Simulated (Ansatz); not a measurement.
## Computed paths: interstitial H in rutile SnO2, charge state +1

System: interstitial H in rutile SnO2 (charge state +1). Method: PBE, PAW (plane waves to 420 eV; Ansatz, a quantum-chemistry and plane-wave program).

Settings: 72 host sites, the relaxed PBE lattice, one k-point at (0.250, 0.250, 0.250), smearing 0.01 eV, spin-restricted, no image-charge correction. Energies are static. The charge state is imposed; whether it is stable for some Fermi level was not computed. Sites that were not tried may lie lower.

Barriers: single points on a 2×2×2 k-point mesh shifted by half a step at the bands' geometries.

```tsv
Route	Start site over the lowest site run (eV)	Hop (Å)	Forward barrier (eV)	Backward barrier (eV)	Neighbours at the start	Neighbours at the saddle	Saddle order	Forward, on the band's own sampling (eV)
one H atom jumps by itself	0.00	1.02	0.35	0.35	O at 1.00, O at 2.10 Å	2 O at 1.28 Å	not checked, on a symmetry element	0.35
one H atom jumps by itself	0.00	1.77	0.68	0.68	O at 1.00, O at 2.10 Å	O at 1.24, O at 1.29; Sn at 2.17 Å	not checked	0.68
```

Paths come from nudged elastic bands with a climbing image. Of the routes that converged and passed our checks, the lowest saddle point lies 0.35 eV above the lowest of the sites run (one H atom jumps by itself); other sites, such as split forms, and other routes may lie lower. A band can be held on a symmetry element, so unchecked saddle points there may be too high.
